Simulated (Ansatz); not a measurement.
Consider Cs in the bcc (W type) structure (space group Im-3m, No. 229).

```yaml
crystal:
  lattice:
    - [-3.13761, 3.13761, 3.13761]
    - [3.13761, -3.13761, 3.13761]
    - [3.13761, 3.13761, -3.13761]
  atoms:
    - { symbol: Cs, position: [0.00000, 0.00000, 0.00000] }
```

Computed with r2SCAN (Ansatz, a program for electronic structure), without spin-orbit coupling.

Before the change:

| Quantity | Value |
|---|---|
| Volume per atom | 123.55 Å³ |

The change: Li takes the place of Cs on all its sites, then cell and atoms are relaxed.

Tabulated Pauling electronegativity and covalent radius: Cs 0.79, 2.44 Å; Li 0.98, 1.28 Å.

Q: How does this affect the volume per atom?

A: The volume per atom drops by 102.528 Å³ to 21.03 Å³.

No phonon test of stability was made. The final runs are not spin-polarised.
